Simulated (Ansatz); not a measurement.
```xyz
32
Lattice="-5.4359 -0.0017 -5.9262 5.4302 -0.0005 -5.9210 5.4321 -7.0430 0.0013" Properties=species:S:1:pos:R:3 pbc="T T T"
Ge    -1.0497    -0.8707    -8.3686
Ge     4.3952    -4.4162    -8.3689
Ge     4.3896    -4.3273    -2.4979
Ge    -1.1053    -0.9519    -2.4276
Ge     1.0396    -2.7168    -3.4244
Ge     6.5346    -6.0922    -3.4947
Ge     6.4732    -6.1756    -9.4009
Ge     1.0283    -2.6301    -9.4006
Ge     3.7680    -2.6321    -5.4011
Ge     9.1157    -6.1691    -5.3026
Ge     3.7067    -6.1139    -5.4388
Ge    -1.7023    -2.7012    -5.4570
Ge    -3.7134    -0.9319    -6.4097
Ge     1.6957    -4.3446    -6.3915
Ge     7.0914    -4.4124    -6.4423
Ge     1.7437    -0.8754    -6.5407
Ni     2.7466    -2.6530    -1.8229
Ni     2.7530    -6.1553    -7.7357
Ni     8.1587    -6.1162    -7.7670
Ni     2.7412    -2.6867    -7.7614
Ni     2.7006    -0.9283    -4.0763
Ni     2.6823    -4.3595   -10.0082
Ni     2.6826    -4.3911    -4.0994
Ni    -2.7596    -0.8905    -4.1128
Ni    -0.0256    -0.8904   -10.6975
Ni    -0.0365    -4.4240    -4.7648
Ni     5.4033    -4.3795    -4.7941
Pt    -0.0066    -0.8778    -4.8029
Ni     5.4561    -2.6650    -7.0492
Pt     5.4359    -6.1663    -1.1194
Ni     5.4491    -6.1559    -7.0720
Ni     0.0299    -2.6218    -7.0838
```

The mixing enthalpy is taken against the end members in the MnP type type (which need not be the stable form of every end member), relaxed in the same cell and mesh.

These are PBE (plane waves to 420 eV, PAW; Ansatz, an electronic-structure program) values and carry that method's errors. No spin–orbit coupling; the runs are not spin-polarised. Its k-point mesh 5×5×5, Fermi–Dirac width 0.05 eV.

Give the composition and order of this alloy cell, and its volume, bond lengths and mixing enthalpy.

A 32-atom cell of (Ni,Pt)Ge started in the MnP type structure, site fractions Ni 0.875, Pt 0.125, short-range order -0.14 among the nearest mixed sites of the first mixed sublattice (0 is random, a negative value favours unlike neighbours), space group P-1 at the end.
The volume per atom is 14.17 Å³ and the Ge–Ni bonds (within 1.22 times the sum of covalent radii) is 2.455 Å on average, from 2.342 to 2.644 (84). The Ge–Pt bonds (within 1.22 times the sum of covalent radii) comes out as 2.544 Å on average, from 2.466 to 2.618 (12) and the mixing enthalpy per site of the mixed sublattice comes out as 5 meV. The departure of the mean lattice parameter from Vegard's line comes out as +0.2 %.
